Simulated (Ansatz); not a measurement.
## HfSi2: response to strain

Start from HfSi2 (space group Cmcm, No. 63).

```
HfSi2
1.0
    1.82513    -7.17483     0.00000
    1.82513     7.17483     0.00000
    0.00000     0.00000     3.63523
Si Hf
4 2
Cartesian
  1.82513  -6.38219   2.72642
  1.82513   6.38219   0.90881
  1.82513   3.58938   2.72642
  1.82513  -3.58938   0.90881
  1.82513  -1.50296   2.72642
  1.82513   1.50296   0.90881
```

Cartesian axes are those of the cell as printed.

Strains are applied to the cell and any free atomic positions relax; under biaxial strain the out-of-plane vector relaxes too.

Level of theory: PBEsol (Ansatz, a first-principles code; PAW; 420 eV plane waves; no SOC).

Notes on the quantities. energy relative to the base: free energy F.

| change | energy relative to the base | shortest interatomic distance |
|---|---|---|
| base | 0 meV/atom | 2.412 Å |
| biaxial strain −1.39 %, plane normal [001], relaxed out of plane | +4.9 meV/atom | 2.416 Å |
| uniaxial strain ε_yy = +1.82 % | +3.1 meV/atom | 2.413 Å |
| uniaxial strain ε_zz = +0.76 % | +0.8 meV/atom | 2.421 Å |

Without a gap, meshes like the base's 13×13×13 leave anisotropic stresses uncertain by several tenths of a GPa, and small strain energies with them. Stability against distortions was not tested. The final runs are not spin-polarised.
